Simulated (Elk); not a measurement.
**Worked example: self-consistent single point of La3TlC (Pm-3m, 5 atoms in the cell) in Elk**

Method of the run: Elk 10.2.4 with LDA (PW92), all-electron FP-LAPW, Elk's shipped species files, APW+lo basis with extra local orbitals.

This input was run:

```
tasks
  0

tforce
  .true.

rgkmax
  7.5

gmaxvr
  18.0

lmaxapw
  10

lmaxo
  8

nxlo
  2

lorbcnd
  .true.

lradstp
  2

nrmtscf
  2.0

lmaxi
  4

stype
  0

swidth
  0.00999582

maxscl
  100

scale
  10.06306751

avec
    1.0000000000    0.0000000000    0.0000000000
    0.0000000000    1.0000000000    0.0000000000
    0.0000000000    0.0000000000    1.0000000000

sppath
  './'

atoms
  3
  'La.in'
  3
  0.5000000000  0.0000000000  0.5000000000    0.0 0.0 0.0
  0.0000000000  0.5000000000  0.5000000000    0.0 0.0 0.0
  0.5000000000  0.5000000000  0.0000000000    0.0 0.0 0.0
  'Tl.in'
  1
  0.0000000000  0.0000000000  0.0000000000    0.0 0.0 0.0
  'C.in'
  1
  0.5000000000  0.5000000000  0.5000000000    0.0 0.0 0.0

ngridk
  5 5 5
```

The program printed (abridged):

```
│ Elk code version 10.2.4 │

All units are atomic (Hartree, Bohr, etc.)

│ Ground-state run starting from atomic densities │

Lattice vectors :
   10.06306751       0.000000000       0.000000000
   0.000000000       10.06306751       0.000000000
   0.000000000       0.000000000       10.06306751

Unit cell volume      :    1019.039829
Brillouin zone volume :   0.2434156216

Muffin-tin inner radius fraction :   0.1000000000E-01

Nuclei treated as point charges

Species :    1 (La)
 parameters loaded from : La.in
 name : lanthanum
 nuclear charge    :   -57.00000000
 electronic charge :    57.00000000
 atomic mass :    253209.2364
 muffin-tin radius :    2.800000000
 number of radial points in muffin-tin :   1399
 atomic positions (lattice), magnetic fields (Cartesian) :
   1 :   0.50000000  0.00000000  0.50000000    0.00000000  0.00000000  0.00000000
   2 :   0.00000000  0.50000000  0.50000000    0.00000000  0.00000000  0.00000000
   3 :   0.50000000  0.50000000  0.00000000    0.00000000  0.00000000  0.00000000

Species :    2 (Tl)
 parameters loaded from : Tl.in
 name : thallium
 nuclear charge    :   -81.00000000
 electronic charge :    81.00000000
 atomic mass :    372567.9640
 muffin-tin radius :    2.800000000
 number of radial points in muffin-tin :   1399
 atomic positions (lattice), magnetic fields (Cartesian) :
   1 :   0.00000000  0.00000000  0.00000000    0.00000000  0.00000000  0.00000000

Species :    3 (C)
 parameters loaded from : C.in
 name : carbon
 nuclear charge    :   -6.000000000
 electronic charge :    6.000000000
 atomic mass :    21894.16672
 muffin-tin radius :    1.800000000
 number of radial points in muffin-tin :    599
 atomic positions (lattice), magnetic fields (Cartesian) :
   1 :   0.50000000  0.50000000  0.50000000    0.00000000  0.00000000  0.00000000

Total number of atoms per unit cell :    5

Spin treatment :
 spin-unpolarised

Number of Bravais lattice symmetries :   48
   [... lines left out ...]
 potential will be trimmed for |G| > 2 gkmax
Constant for pseudocharge density :   13
Radial integration step length :    2

G-vector grid sizes :     60    60    60
Number of G-vectors :   100377

Maximum angular momentum used for
 APW functions                      :   10
 outer part of muffin-tin           :    8
 inner part of muffin-tin           :    4

Total nuclear charge    :   -258.0000000
Total core charge       :    202.0000000
Total valence charge    :    56.00000000
Total excess charge     :    0.000000000
Total electronic charge :    258.0000000

Effective Wigner radius, rₛ :   0.9806054015

Number of empty states         :   20
Total number of valence states :   48
Total number of core states    :  202

Conduction state local-orbitals added automatically
Total number of local-orbitals :  542

Exchange-correlation functional :      3     0     0
 Perdew-Wang/Ceperley-Alder, Phys. Rev. B 45, 13244 (1992)
 gradient requirement :    0
 local density approximation (LDA)

Smearing type :    0
 Gaussian
Smearing width :   0.9995820000E-02
Effective electronic temperature (K) :    3156.430308

Mixing type :    3
 Broyden mixing, J. Phys. A: Math. Gen. 17, L317 (1984)

Kohn-Sham potential initialised from atomic data
│ Self-consistent loop started │
│ Loop number : 1 │
 total energy                :     -45797.6096001
│ Loop number : 2 │
 total energy                :     -45798.1987026
RMS change in Kohn-Sham potential (target) :   0.2536593627     (  0.1000000000E-05)
Absolute change in total energy (target)   :   0.5891024755     (  0.1000000000E-03)
│ Loop number : 3 │
 total energy                :     -45800.5014005
RMS change in Kohn-Sham potential (target) :   0.1733139248     (  0.1000000000E-05)
Absolute change in total energy (target)   :    2.449973557     (  0.1000000000E-03)
│ Loop number : 4 │
 total energy                :     -45798.9224311
RMS change in Kohn-Sham potential (target) :   0.1250594005     (  0.1000000000E-05)
Absolute change in total energy (target)   :   0.9664760090     (  0.1000000000E-03)
│ Loop number : 5 │
 total energy                :     -45794.1994179
RMS change in Kohn-Sham potential (target) :   0.6187053691E-01 (  0.1000000000E-05)
Absolute change in total energy (target)   :    4.964632253     (  0.1000000000E-03)
   [... lines left out ...]
Absolute change in total energy (target)   :   0.6902756475E-02 (  0.1000000000E-03)
│ Loop number : 15 │
 total energy                :     -45789.2043366
RMS change in Kohn-Sham potential (target) :   0.1299435076E-05 (  0.1000000000E-05)
Absolute change in total energy (target)   :   0.2102908358E-02 (  0.1000000000E-03)
│ Loop number : 16 │
 total energy                :     -45789.2042142
RMS change in Kohn-Sham potential (target) :   0.5322510369E-06 (  0.1000000000E-05)
Absolute change in total energy (target)   :   0.4033633231E-03 (  0.1000000000E-03)
│ Loop number : 17 │
 total energy                :     -45789.2039977
RMS change in Kohn-Sham potential (target) :   0.1498882180E-06 (  0.1000000000E-05)
Absolute change in total energy (target)   :   0.1156542494E-03 (  0.1000000000E-03)
│ Loop number : 18 │
 total energy                :     -45789.2039545
RMS change in Kohn-Sham potential (target) :   0.5409933317E-07 (  0.1000000000E-05)
Absolute change in total energy (target)   :   0.7211347838E-04 (  0.1000000000E-03)
Convergence targets achieved

│ Loop number : 19 │

Energies :
 Fermi                       :     0.266601708571
 sum of eigenvalues          :     -28252.6755097
 electron kinetic            :      50785.9006845
 core electron kinetic       :      50382.7467185
 Coulomb                     :     -95606.1975347
 Coulomb potential           :     -77752.8746995
 nuclear-nuclear             :     -3155.91027924
 electron-nuclear            :     -107147.699811
 Hartree                     :      14697.4125560
 Madelung                    :     -56729.7601850
 xc potential                :     -1285.70149471
 exchange                    :     -943.450102970
 correlation                 :     -25.4569974790
 total energy                :     -45789.2039506

Density of states at Fermi energy :    102.0842900
 (states/Hartree/unit cell)

Estimated indirect band gap :   0.1717831511E-02
 from k-point      1 to k-point      2
Estimated direct band gap   :   0.4914319460E-02
 at k-point      2

Charges :
 core                        :    202.0000000
 valence                     :    56.00000000
 interstitial                :    9.532907152
 muffin-tins (core leakage)
  species :    1 (La)
   atom    1                 :    54.58173467     (  0.2272959976E-03)
   atom    2                 :    54.58173467     (  0.2272959976E-03)
   atom    3                 :    54.58173467     (  0.2272959976E-03)
  species :    2 (Tl)
   atom    1                 :    79.68666968     (  0.3674694774E-04)
  species :    3 (C)
   atom    1                 :    5.035219154     (  0.4029725539E-05)
 total in muffin-tins        :    248.4670928
 total calculated charge     :    257.9990728
 total charge                :    258.0000000
 error                       :   0.9271895730E-03

│ Self-consistent loop stopped │

Forces :
 species :    1 (La)
  atom :    1
   Hellmann-Feynman          :     0.00000000    0.00000000    0.00000000
   IBS                       :    -0.00000000   -0.00000000    0.00000000
   total force               :     0.00000000   -0.00000000    0.00000000
   total magnitude           :     0.00000000
  atom :    2
   Hellmann-Feynman          :     0.00000000   -0.00000000    0.00000000
   IBS                       :    -0.00000000    0.00000000    0.00000000
   total force               :    -0.00000000    0.00000000    0.00000000
   total magnitude           :     0.00000000
  atom :    3
   Hellmann-Feynman          :    -0.00000000   -0.00000000    0.00000000
   IBS                       :     0.00000000    0.00000000    0.00000000
   total force               :     0.00000000    0.00000000    0.00000000
   total magnitude           :     0.00000000
 species :    2 (Tl)
  atom :    1
   Hellmann-Feynman          :     0.00000000    0.00000000    0.00000000
   IBS                       :    -0.00000000    0.00000000    0.00000000
   total force               :     0.00000000    0.00000000    0.00000000
   total magnitude           :     0.00000000
 species :    3 (C)
  atom :    1
   Hellmann-Feynman          :     0.00000000    0.00000000    0.00000000
   IBS                       :    -0.00000000    0.00000000    0.00000000
   total force               :     0.00000000    0.00000000    0.00000000
   total magnitude           :     0.00000000
```

The run converged in 19 iterations. The count includes the last loop, which Elk runs after its targets are met.

The starting cell comes from a database of computed structures (which also holds hypothetical and non-ambient phases and stackings), without a prior relaxation at this level. Its lattice was rescaled by a random factor within 2.5 % of one. Spin-orbit coupling is off. Values depend on the basis (sphere radii, cutoffs, local orbitals), which need not be converged. The log's line on a gap gives a spacing of levels on this mesh, which the program prints for metals too.

Cost on one core of a shared machine: roughly 2 min.
